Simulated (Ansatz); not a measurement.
The cell is built on a prototype and need not be the phase stable at ambient conditions.

By PBEsol, the system below comes out a metal.

Without scattering a metal conducts by its projected Fermi surface.

Data:

```
CELL_PARAMETERS angstrom
      4.87327     0.00000     0.00000
      0.00000     4.87327     0.00000
      2.43664    -2.43664     3.44592
ATOMIC_POSITIONS crystal
  Al 0.87500 0.37500 0.25000
  Al 0.37500 0.87500 0.75000
  Al 0.87500 0.87500 0.75000
  Al 0.87500 0.87500 0.25000
  Os 0.25000 0.25000 0.50000
  Os 0.50000 0.50000 0.00000
```

Space group of this cell: Fd-3m, cubic Laves (MgCu2 type). The cell was relaxed by PBE-D3(BJ); by PBEsol its mean pressure is 1.3 GPa.

The current flows along the normal of the first two printed cell vectors. No spin-orbit coupling; the value is a mean over 0.1 eV about the Fermi level.

Task: Give the ballistic conductance per area that PBEsol run with Ansatz (an electronic-structure program) yields.

Result: 0.79 × 10¹⁵ S/m² for both spins.
